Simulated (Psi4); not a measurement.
Psi4 1.11, unrestricted B3LYP/def2-svp: Co(Br)2(NH3)2 ([NH3]->[Co](<-[NH3])([Br])[Br]), charge 0, multiplicity 4, 11 atoms. The geometry is a generated start, not checked to be a minimum at this level.

- task = energy
- method = b3lyp
- basis = def2-svp
- memory = 3 GB
- maxiter = 100
- keys of the molecule block = symmetry c1
- scf_type = df (default)
- diis_max_vecs = 10 (default)
- e_convergence = 1e-06 (default)
- d_convergence = 1e-06 (default)
- dft_radial_points = 75 (default)
- dft_spherical_points = 302 (default)
- basis functions = 153
- grid points = 236492

```xyz
11

Co     0.1355     0.6397     0.6609
Br     2.2169     1.4999     0.6659
Br    -1.5912     1.0926     2.0170
N      0.4513    -1.5696     0.7883
H      0.0830    -2.1311     0.0270
H      0.0187    -1.9030     1.6467
H      1.4488    -1.7548     0.8554
N     -0.5990     0.9662    -1.4118
H     -1.3377     1.6648    -1.3764
H     -0.9783     0.1533    -1.8886
H      0.1521     1.3420    -1.9843
```

Charge 0 and multiplicity 4 are set for this test and not shown to be the ground state.

With the defaults (guess = auto, which took SAD, scf_initial_accelerator = adiis, damping_percentage = 0, level_shift = 0, level_shift_cutoff = 0.01, diis = true, diis_start = 1, soscf = false, soscf_start_convergence = 0.01) it converges in 35 SCF iterations. One run each on 2 threads, with these changes:
- level_shift = 0.1, level_shift_cutoff = 0.001
- damping_percentage = 60
- guess = sadno
- level_shift = 0.5, level_shift_cutoff = 0.001
- guess = gwh
- guess = sap
- damping_percentage = 20
- scf_initial_accelerator = none
- scf_initial_accelerator = none, damping_percentage = 60, diis = false
- soscf = true, soscf_start_convergence = 0.001
- diis_start = 4

### Question
Which of these changes keep the SCF from converging, or lead it to another solution?

### Answer
No convergence: scf_initial_accelerator = none; damping_percentage = 20; damping_percentage = 60; scf_initial_accelerator = none, damping_percentage = 60, diis = false (the run ends without SCF convergence in 100 iterations). Another solution: guess = gwh (360 meV higher); level_shift = 0.1, level_shift_cutoff = 0.001 (350 meV higher); level_shift = 0.5, level_shift_cutoff = 0.001 (350 meV higher). The rest reach the solution of the defaults.

| setting | SCF iterations | JK calls | end |
|---|---|---|---|
| guess = sap | 22 | 22 | same solution |
| soscf = true, soscf_start_convergence = 0.001 | 31 | 92 | same solution |
| guess = sadno | 32 | 32 | same solution |
| diis_start = 4 | 34 | 35 | same solution |
| the defaults | 35 | 36 | same solution |
| guess = gwh | 70 | 70 | other solution, 360 meV higher |
| level_shift = 0.1, level_shift_cutoff = 0.001 | 87 | 88 | other solution, 350 meV higher |
| level_shift = 0.5, level_shift_cutoff = 0.001 | 89 | 90 | other solution, 350 meV higher |
| scf_initial_accelerator = none | 100 | 101 | no convergence |
| damping_percentage = 20 | 100 | 101 | no convergence |
| damping_percentage = 60 | 100 | 101 | no convergence |
| scf_initial_accelerator = none, damping_percentage = 60, diis = false | 100 | 101 | no convergence |

An SOSCF iteration holds several JK calls; a Hückel guess adds calls on atoms.
